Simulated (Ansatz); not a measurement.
# MgTe, response to strain

Consider MgTe in the zinc blende structure (space group F-43m, No. 216).

```yaml
crystal:
  lattice:
    - [0.00000, 3.21920, 3.21920]
    - [3.21920, 0.00000, 3.21920]
    - [3.21920, 3.21920, 0.00000]
  atoms:
    - { symbol: Mg, position: [0.00000, 0.00000, 0.00000] }
    - { symbol: Te, position: [0.25000, 0.25000, 0.25000] }
```

Cartesian axes are those of the cell as printed.

Strains are applied to the cell and any free atomic positions relax; under biaxial strain the out-of-plane vector relaxes too.

Method: PBEsol in Ansatz (plane waves to 420 eV, PAW, scalar-relativistic without spin-orbit coupling), earlier PAW set.

Candidates:
(a) biaxial strain −2.99 %, plane normal [110], relaxed out of plane
(b) isotropic strain +5.79 %
(c) biaxial strain +1.32 %, plane normal [001], relaxed out of plane

Notes on the quantities. energy relative to the base: free energy F.

Problem. Order them by energy relative to the base, highest first.

Solution. (b) isotropic strain +5.79 % (+95 meV/atom), (a) biaxial strain −2.99 %, plane normal [110], relaxed out of plane (+9.9 meV/atom), (c) biaxial strain +1.32 %, plane normal [001], relaxed out of plane (+1.2 meV/atom)

Stability against distortions was not tested.

Ansatz is a quantum-chemistry and plane-wave program.
